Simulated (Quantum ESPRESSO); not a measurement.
**A short convergence ladder for SrZn2Sb2 (P3m1, 5 atoms in the cell)**

```
Sr(ZnSb)2
1.0
    4.49932     0.00000     0.00000
   -2.24966     3.89653     0.00000
    0.00000     0.00000     7.71668
Sr Zn Sb
1 2 2
Direct
  0.00000   0.00000   0.00648
  0.66667   0.33333   0.36615
  0.33333   0.66667   0.63385
  0.33333   0.66667   0.27203
  0.66667   0.33333   0.72797
```

Base method: LDA (PZ), PSlibrary PAW (LDA) pseudopotentials (plane waves; Quantum ESPRESSO).

Base settings: ecutwfc = 50 Ry; ecutrho = 350 Ry; occupations = smearing; smearing = fd; degauss = 0.0073499 Ry; K_POINTS = automatic 4 4 2 0 0 0; conv_thr = 1e-10 Ry; mixing_beta = 0.3.

The count of work is k-points × plane waves × bands × iterations; it is no time. Core times come from one kind of shared machine, to one figure; runs under 30 s give none.

**The k-point mesh**

The second cell is the first with its lattice scaled by 0.98.

Only quantities that move along the ladder and can be compared are tabulated.

| K_POINTS | free energy less the last step's (meV/atom) | energy of the compressed cell less the first (meV/atom) | pressure (GPa) | largest difference of a force vector from the last step's (eV/Å) | count of work / last | core time / last (rough) |
|---|---|---|---|---|---|---|
| automatic 2 2 1 0 0 0 | 308.70 | 3.21 | -1.58 | 0.224 | 0.13 | 0.6 |
| automatic 4 4 2 0 0 0 | 21.08 | -12.69 | -3.17 | 0.045 | 0.47 | 0.8 |
| automatic 5 5 3 0 0 0 | 5.65 | -13.95 | -3.30 | 0.014 | 0.81 | 0.8 |
| automatic 6 6 3 0 0 0 | 0.00 | -14.54 | -3.35 | 0.000 | 1.0 | 1 |

Coarsest K_POINTS that holds the pressure within 0.5 GPa of the last step, with all finer ones: automatic 4 4 2 0 0 0; the step before is off by 1.8 GPa.

Coarsest K_POINTS that holds the free energy within 5 meV/atom: not settled: the last two steps still differ by 5.7 meV/atom, over half the tolerance, so the ladder does not show it.

Coarsest K_POINTS that holds the energy of the compressed cell less the first within 2 meV/atom of the last step, with all finer ones: automatic 4 4 2 0 0 0; the step before is off by 18 meV/atom.

On the base run: the starting cell comes from a database of computed structures (which also holds hypothetical and non-ambient phases and stackings), without a prior relaxation at this level. Its lattice was rescaled by up to half a per cent. One atom was moved a little off its site on purpose. In the base run, with a pressure of about -3 GPa the cell is away from its equilibrium volume at this level. The run gives no clean gap (levels at the Fermi energy touch, overlap or are partly filled at this smearing), which alone does not show that the compound is a metal. Without a gap this mesh is coarse (it stands for a supercell whose shortest vector is 15 Å).
